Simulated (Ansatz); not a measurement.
## SiH3 on the 1x1 (101) surface of tetragonal HfO2 (a metastable polymorph) (cut with top plane O), one in a 2x1 cell, started at the site 'hollow Hf-Hf-O-O-O over O at depth 1.8 Å'

Host crystal: tetragonal HfO2, with a band gap (PBE, scalar-relativistic without spin-orbit coupling).

Calculation: PBE (plane waves to 420 eV, PAW; Ansatz, a quantum-chemistry and plane-wave program).

Model: 40-atom slab, 7.6 Å thick at the start under the adsorbate (thin: gaps and levels are the slab's own), 3x3x1 mesh, Fermi-Dirac 0.01 eV, dipole correction, 16 atoms held, the rest relaxed; no symmetry held; spin-polarised, ending with about 1.0 μB a cell; orders that need a larger cell were not tried, no spin-orbit, no U, no dispersion correction. At the end it is bonded to Hf + O. In PBE it is, or lies within 0.03 eV of, the lowest of the starts that converged.

The energy of the end state, in which the adsorbate broke or entered a bond of the host, against SiH4(g) − ½ H2(g) is 56 kJ/mol, the change of the step from the bottom to the top vacuum level, against the clean slab is 0.17 eV and the energy released by relaxation comes out as 3.32 eV. The height of the binding atom over the mean of the host atoms within 0.3 Å of the top one is 1.032 Å. The magnetic moment of the cell comes out as 1.00 μB. The largest move of a host atom is 0.75 Å. The note is in the relaxation the adsorbate left its starting site by 1.7 Å.

A negative adsorption energy means that the adsorbate is more stable on the surface than in its reference.
